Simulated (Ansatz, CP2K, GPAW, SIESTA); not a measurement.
One structure in several programs: Zn2GeS3 (P3m1, 6 atoms in the cell)

Band-structure calculation.

```yaml
crystal:
  lattice:
    - [3.85802, 0.00000, 0.00000]
    - [-1.92901, 3.34114, 0.00000]
    - [0.00000, 0.00000, 10.53289]
  atoms:
    - { symbol: Zn, position: [0.66667, 0.33333, 0.35154] }
    - { symbol: Zn, position: [0.33333, 0.66667, 0.64820] }
    - { symbol: Ge, position: [0.00000, 0.00000, 0.99998] }
    - { symbol: S, position: [0.00000, 0.00000, 0.28468] }
    - { symbol: S, position: [0.66667, 0.33333, 0.58446] }
    - { symbol: S, position: [0.33333, 0.66667, 0.88114] }
```

Shared settings, as Ansatz (a quantum-chemistry and plane-wave program) writes them: kpoints.mp_grid.grid = 9 9 3; scf.occupations.method = fixed. Potentials and cutoffs stand in the table.

| code | model | gap along the path (eV) | smallest direct gap (eV) | cutoff |
|---|---|---|---|---|
| GPAW | PBEsol, GPAW PAW datasets PBEsol (made by gpaw-setup) | 0.96 | 1.33 | 800 eV |
| CP2K | PBEsol, GPW, DZVP-MOLOPT-SR-GTH basis, GTH-PBE potentials (GTH_POTENTIALS) | 0.92 | 1.30 | grid 600 Ry |
| SIESTA | GGA PBEsol, numerical atomic orbitals DZP, PseudoDojo PBEsol standard norm-conserving potentials (rewritten from UPF to PSML) | 1.04 | 1.35 | grid 300 Ry |
| Ansatz | PBEsol, PAW files made with PBE | 0.96 | 1.34 | 30.9 Ry |

The spread over the programs that give each value: gap along the path within 0.12 eV; smallest direct gap within 0.05 eV.

CP2K and SIESTA use small atom-centred bases, whose incompleteness enters pressures, forces and empty levels differently from a plane-wave cutoff.

The starting cell comes from a database of computed structures (which also holds hypothetical and non-ambient phases and stackings), without a prior relaxation at this level.

Left out of this page: Quantum ESPRESSO (not drawn, or without a comparable value).

Keys are those of Ansatz 0.2.
